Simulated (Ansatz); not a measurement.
## CrI3 with two functionals, pressure 0.3 GPa

Start from CrI$_{3}$ in the BiI3 type structure (space group R-3, No. 148; a = 6.818 Å, c = 19.476 Å (hexagonal axes); ferromagnetic; layered, stacked along the Cartesian z axis).

(Cell as relaxed with PBE-D3(BJ).)

Levels (all Ansatz, a quantum-chemistry and plane-wave program, PAW, earlier PAW set): PBE-D3(BJ) (420 eV, scalar-relativistic without spin-orbit coupling); PBEsol-D3(BJ) (420 eV, without spin-orbit coupling).

Each level relaxes its own structure.

```
base                 PBE-D3(BJ)  PBEsol-D3(BJ)
-------------------  ----------  -------------
volume per atom        32.67 Å³       29.77 Å³
lattice parameter a     6.818 Å        6.656 Å
band gap                1.09 eV        0.94 eV
largest site moment     2.92 μB        2.85 μB
```

It is then changed as follows: cell and atoms relaxed at a pressure of 0.3 GPa.

| quantity | PBE-D3(BJ) | PBEsol-D3(BJ) |
|---|---|---|
| smallest direct gap | 1.17 eV | 1.05 eV |
| lattice parameter a | 6.790 Å | 6.635 Å |
| band gap | 1.07 eV | 0.93 eV |
| magnetic state | ferromagnetic | ferromagnetic |

PBE-D3(BJ)'s smallest direct gap lies 0.111 eV above PBEsol-D3(BJ)'s; PBE-D3(BJ)'s lattice parameter a lies 0.155 Å above PBEsol-D3(BJ)'s (2.3 %); PBE-D3(BJ)'s band gap lies 0.14 eV above PBEsol-D3(BJ)'s; the two agree on the magnetic state. Neither level is exact; PBEsol-D3(BJ) is the comparison here, not a measurement.

Other magnetic orders, which the real material may have, were not ruled out. Spin-orbit coupling, missing from the scalar runs, can matter with I. Load acts through the strain it causes; cell and atoms are relaxed under it. Whether these cells are dynamically stable was not tested.
